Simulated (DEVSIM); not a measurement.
Device: abrupt Si n-p junction, at 300 K.

| layer (left to right) | material | thickness (μm) | Nd (cm⁻³) | Na (cm⁻³) | τn (s) | τp (s) |
|---|---|---|---|---|---|---|
| 1 | Si | 11.0 | 3.4e17 | - | 6.3e-7 | 6.3e-7 |
| 2 | Si | 0.760 | - | 5.1e14 | 6.3e-7 | 6.3e-7 |

Left contact: ohmic. Right contact: ohmic. Voltage is applied to the left contact. Recombination: SRH at mid-gap, Auger. Gap narrowing is on: ΔEg = 6.92 meV × (l + √(l² + 0.5)), l = ln(N/1.3e17 cm⁻³), shared equally by both band edges. Mobility is constant in doping.

The device is made up for the run: typed textbook-type constants, with dimensions and the other settings drawn at random. Values at 300 K.

| parameter | Si |
|---|---|
| gap (eV) | 1.124 |
| affinity (eV) | 4.05 |
| permittivity | 11.7 |
| Nc (cm⁻³) | 2.86e19 |
| Nv (cm⁻³) | 3.1e19 |
| μn (cm²/Vs) | 1417 |
| μp (cm²/Vs) | 470 |
| Cn (cm⁶/s) | 2.8e-31 |
| Cp (cm⁶/s) | 9.9e-32 |

DEVSIM, 1D drift-diffusion, Boltzmann statistics, complete ionisation; no tunnelling, impact ionisation, image-force lowering or self-heating.

Q: Tabulate band edges, carrier densities and field at 2.0 V on the left contact.

A: Energies count from the Fermi level of the right contact; mesh points crowd at the junctions.

| x (μm) | Ec (eV) | Ev (eV) | n (cm⁻³) | p (cm⁻³) | field (V/cm) |
|---|---|---|---|---|---|
| 0.000 | -1.885 | -2.994 | 3.4e17 | 610 | ≈ 0 |
| 0.02600 | -1.885 | -2.994 | 3.4e17 | 610 | ≈ 0 |
| 0.08002 | -1.885 | -2.994 | 3.4e17 | 600 | ≈ 0 |
| 0.1923 | -1.885 | -2.994 | 3.4e17 | 600 | ≈ 0 |
| 0.5498 | -1.885 | -2.994 | 3.4e17 | 580 | ≈ 0 |
| 1.169 | -1.885 | -2.994 | 3.4e17 | 550 | ≈ 0 |
| 2.455 | -1.885 | -2.994 | 3.4e17 | 480 | ≈ 0 |
| 6.329 | -1.885 | -2.994 | 3.4e17 | 260 | ≈ 0 |
| 8.765 | -1.885 | -2.994 | 3.4e17 | 130 | ≈ 0 |
| 9.937 | -1.885 | -2.994 | 3.4e17 | < 1e2 | ≈ 0 |
| 10.50 | -1.885 | -2.994 | 3.4e17 | < 1e2 | ≈ 0 |
| 10.83 | -1.885 | -2.994 | 3.4e17 | < 1e2 | ≈ 0 |
| 10.93 | -1.885 | -2.994 | 3.4e17 | < 1e2 | ≈ 0 |
| 10.98 | -1.883 | -2.992 | 3.1e17 | < 1e2 | 3300 |
| 11.01 | -1.801 | -2.924 | 1.3e16 | < 1e2 | 39000 |
| 11.04 | -1.669 | -2.793 | 7.8e13 | < 1e2 | 38000 |
| 11.11 | -1.411 | -2.535 | 3.7e9 | 990 | 37000 |
| 11.25 | -0.911 | -2.034 | 210000 | 8000 | 36000 |
| 11.54 | 0.108 | -1.016 | 220000 | 24000 | 34000 |
| 11.66 | 0.518 | -0.606 | 230000 | 2.1e9 | 33000 |
| 11.72 | 0.720 | -0.404 | 230000 | 5.1e12 | 32000 |
| 11.76 | 0.839 | -0.285 | 230000 | 5.1e14 | 32000 |
